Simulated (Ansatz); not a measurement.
The parent structure is AlN in the zinc blende structure (space group F-43m, No. 216; a = 4.3698 Å). Axes: x, y, z lie along the cube axes.

The values are results of r2SCAN (Ansatz, a program for electronic structure), without spin-orbit coupling, not measurements.

The change: a pure shear with ε_xy = ε_yx = 0.0114, atoms relaxed at fixed cell.

### Question
Predict the stress tensor and what it implies for the stiffness.

### Answer
Stress of the strained cell less that of the base (GPa, compression positive):
```
   0.08   -4.48    0.00
  -4.48    0.08    0.00
   0.00    0.00   -0.03
```

Then −Δσ/γ with γ = 2ε = 0.0228 gives relaxed-ion elastic constants: C66 ≈ 197 GPa.

No phonon test of stability was made. This is not the structure that AlN has at room temperature and ambient pressure.
